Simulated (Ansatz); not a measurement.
Input and output of a self-consistent single point for VMo (Cmm2, 2 atoms in the cell) (Ansatz, an electronic-structure program).

Computed with LDA (PW92), default PAW files made with PBE (plane waves; Ansatz).

The change in words: lattice scaled by 0.98; basis.ecutwfc: 420 eV → 170 eV. Reference geometry:
```yaml
crystal:
  lattice:
    - [1.52959, -2.21291, 0.00000]
    - [1.52959, 2.21291, 0.00000]
    - [0.00000, 0.00000, 4.20786]
  atoms:
    - { symbol: V, position: [0.50000, 0.50000, 0.51188] }
    - { symbol: Mo, position: [0.00000, 0.00000, 0.00000] }
```

Reference input (self-consistent single point, DFT, LDA (PW92), plane waves, default PAW files made with PBE): basis.ecutwfc = 420 eV; kpoints.mp_grid.grid = 11 11 7; hamiltonian.xc = lda; hamiltonian.pseudopotentials = {kind: paw} (the program's default PAW files); scf.occupations.method = gaussian; scf.occupations.width = 0.1 eV. This run's input differs from it in these lines:

Ansatz 0.2 input:
```diff
@@ -2,5 +2,5 @@
   lattice:
-    - [1.529594, -2.212910, 0.000000]
-    - [1.529594, 2.212910, 0.000000]
-    - [0.000000, 0.000000, 4.207865]
+    - [1.499002, -2.168652, 0.000000]
+    - [1.499002, 2.168652, 0.000000]
+    - [0.000000, 0.000000, 4.123708]
   atoms:
@@ -9,3 +9,3 @@
 basis:
-  ecutwfc: 420.0 eV
+  ecutwfc: 170.0 eV
 kpoints:
```

The program printed (abridged):

```
SCF iter   1: F=—  HF=-7680.947752 eV  |F-HF|=—  |Δ(HF+E_count)|=         —  Δρ=2.26e-1  dr2=7.73e0  ethr=1.77e-3  ⟨swp⟩=4.1  Hψ=10446  notcnv=0
all-band conjugate gradients solve this SCF's bands
preconditioner: auto → none
SCF iter   2: F=—  HF=-7677.620116 eV  |F-HF|=—  |Δ(HF+E_count)|=    3.33e0  Δρ=1.14e-1  dr2=1.81e0  ethr=1.77e-3  ⟨swp⟩=2.0  Hψ=6295  notcnv=0  defer=41
   [... lines left out ...]
SCF iter   6: F=—  HF=-7676.653009 eV  |F-HF|=—  |Δ(HF+E_count)|=   1.51e-3  Δρ=8.59e-4  dr2=3.01e-4  ethr=2.44e-5  ⟨swp⟩=2.0  Hψ=3337  notcnv=0  defer=41
SCF iter   7: F=—  HF=-7676.652977 eV  |F-HF|=—  |Δ(HF+E_count)|=   3.24e-5  Δρ=1.40e-4  dr2=7.56e-6  ethr=1.11e-6  ⟨swp⟩=1.9  Hψ=2803  notcnv=0  defer=41
SCF iter   8: F=—  HF=-7676.652978 eV  |F-HF|=—  |Δ(HF+E_count)|=   7.64e-7  Δρ=3.44e-5  dr2=2.83e-7  ethr=2.80e-8  ⟨swp⟩=1.3  Hψ=2624  notcnv=0  defer=41
SCF iter   9: F=-7676.652978 eV  HF=-7676.652978 eV  |F-HF|=8.17e-10  |Δ(HF+E_count)|=   6.44e-8  Δρ=2.38e-6  dr2=1.29e-9  ethr=3.70e-10  ⟨swp⟩=4.5  Hψ=7914  notcnv=0
SCF 1 converged in 9 iterations: F = -7676.652978 eV  dr2 = 1.29e-9
Free energy (F): -7676.652978 eV
Internal energy: -7676.646144 eV  (E = F + TS)
E sigma→0 (E₀):  -7676.649561 eV
Entropy (-TS):   -0.006834 eV (-3.417 meV/atom)
Fermi energy:    20.484746 eV
--- Forces (eV/Å), atoms counted from 1 ---
  atom   1  V      0.00000000     0.00000000     0.10898336
  atom   2  Mo     0.00000000    -0.00000000    -0.10916798
--- Stress (GPa, compression-positive) ---
      -45.422817       0.000000      -0.000000
        0.000000     -45.656551      -0.000000
       -0.000000      -0.000000     -54.557275
  P = ⅓ Tr σ = -48.5455 GPa (-485.455 kbar)
  The stress holds the Pulay correction. Without it, at fixed plane waves, as pw.x and ABINIT print it: P = -557.3762 GPa
```

The run converged in 9 iterations. Against the reference run the free energy goes up by 13.4 eV/atom, the pressure goes from -7.84 to -48.55 GPa and the largest force goes from 0.439 to 0.109 eV/Å.

The starting cell comes from a database of computed structures (which also holds hypothetical and non-ambient phases and stackings), without a prior relaxation at this level. Its lattice was rescaled by up to half a per cent. One atom was moved a little off its site on purpose. For this run, on top of that: lattice scaled by 0.98. Spin polarisation is off. Ansatz's pressure includes its estimate of the finite-basis (Pulay) stress. Without the estimate this run gives -557.38 GPa. The cutoff lies below the one recommended for these files.
